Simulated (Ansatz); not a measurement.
The reference is CdSe in the zinc blende structure (space group F-43m, No. 216; a = 6.133 Å). Axes: x, y, z lie along the cube axes.

All numbers come from r2SCAN/PAW in Ansatz (a program for electronic structure), no spin-orbit coupling, earlier PAW set.

Before the change:

* **Shortest interatomic distance**: 2.656 Å
* **Electron mass**: 0.093 mₑ (at Γ)

The change: a pure shear with ε_xz = ε_zx = -0.0231, atoms relaxed at fixed cell.

Question: How does this affect the shortest interatomic distance?

Answer: The shortest interatomic distance decreases by 0.005 Å to 2.651 Å.

Question: What happens to the electron mass?

Answer: The electron mass changes from 0.093 mₑ (at Γ) to 0.092 mₑ (at Γ).

Question: Estimate the effect on the stress.

Answer: The stress (xx, yy, zz, yz, xz, xy; compression positive) is (-0.01, -0.03, -0.01, 0.00, 1.04, 0.00) GPa.

The levels and masses belong to the bands next to the band gap. The cells carry an imposed strain or load. Effective masses come from finite differences of ±0.01 Å⁻¹. No phonon test of stability was made.
